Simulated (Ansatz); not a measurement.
**Alloy series in SrTiO3**

Base system: SrTiO$_{3}$ in the cubic perovskite structure (space group Pm-3m, No. 221; a = 3.8911 Å).

The other end (x = 1) is BaTiO₃ in the cubic perovskite structure (space group Pm-3m, No. 221): 12.51 Å³/atom, gap 1.82 eV; this end may not be an ambient phase.

Ba replaces a fraction x of Sr; each row is one arrangement (x, atoms in the cell, starting space group or random), fully relaxed.

Calculations: Kohn–Sham DFT with the PBEsol functional, run in Ansatz (a quantum-chemistry and plane-wave program) with PAW and 420 eV plane waves, spin-orbit coupling left out.

Notes on the quantities. gap character: in this cell's own zone, which can be folded.

```csv
change,gap character,mixing energy,volume per atom
base,–,–,11.78 Å³
"x(Ba) = 0.5, 10 atoms, P4/mmm (arrangement A)","indirect, Z → Γ",+3 meV/atom,12.15 Å³
"x(Ba) = 0.5, 10 atoms, Fm-3m",___,+6 meV/atom,___
"x(Ba) = 0.5, 10 atoms, P4/mmm (arrangement B)","indirect, M → Γ",0 meV/atom,12.15 Å³
```

Task: Some entries are withheld; estimate them.

Result: 
- x(Ba) = 0.5, 10 atoms, Fm-3m, gap character: direct at Γ
- x(Ba) = 0.5, 10 atoms, Fm-3m, volume per atom: 12.16 Å³

Each cell is one ordered arrangement of few atoms, which overstates ordering effects compared with a random alloy. Stability against distortions was not tested. All final runs are without spin polarisation. Many cubic perovskites are stable only at high temperature; tilts and polar distortions were not tested. This is not the structure that BaTiO3 has at room temperature and ambient pressure. Labels are those of the standard path for the cell's own space group.
